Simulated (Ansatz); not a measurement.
## BeTe: pressure −1 GPa

Base system: BeTe in the zinc blende structure (space group F-43m, No. 216; a = 5.6569 Å).

Now apply this change: hydrostatic tension (pressure −1 GPa).

Calculations: r2SCAN, PAW, 500 eV (Ansatz, a first-principles code; without spin-orbit coupling). Settings: 10×10×10 k-points, 0.05 eV Fermi–Dirac smearing.

| quantity | base | changed | shift |
|---|---|---|---|
| density | 5.01 g/cm³ | 4.92 g/cm³ | -0.09 g/cm³ |
| lattice parameter a | 5.657 Å | 5.690 Å | +0.033 Å |
| shortest interatomic distance | 2.450 Å | 2.464 Å | +0.014 Å |
| band gap | 2.38 eV | 2.42 eV | +0.04 eV |
| gap character | indirect, Γ → X | indirect, Γ → X | – |
| smallest direct gap | 4.04 eV | 4.06 eV | +0.02 eV |
| mean gap deformation potential ΔEg/Δln V | – | +2.4 eV | – |
| electron mass | 2.1 mₑ along k, 0.25 mₑ across (at X) | 2.2 mₑ along k, 0.25 mₑ across (at X) | – |
| hole mass (degenerate bands, along [100]) | 0.21, 0.35, 0.35 mₑ (at Γ) | 0.20, 0.36, 0.36 mₑ (at Γ) | – |
| valley order (the lowest conduction-band minima on the path, energy above the VBM, named in the base's zone) | X along ⟨100⟩ 2.38 eV; L along ⟨111⟩ 3.51 eV | X along ⟨100⟩ 2.42 eV; L along ⟨111⟩ 3.46 eV | – |

With Te present, leaving out spin-orbit coupling can change the band edges. Load acts through the strain it causes; cell and atoms are relaxed under it. Effective masses come from finite differences of ±0.01 Å⁻¹. Along k means along the line from Γ to the band edge. Stability against distortions was not tested.
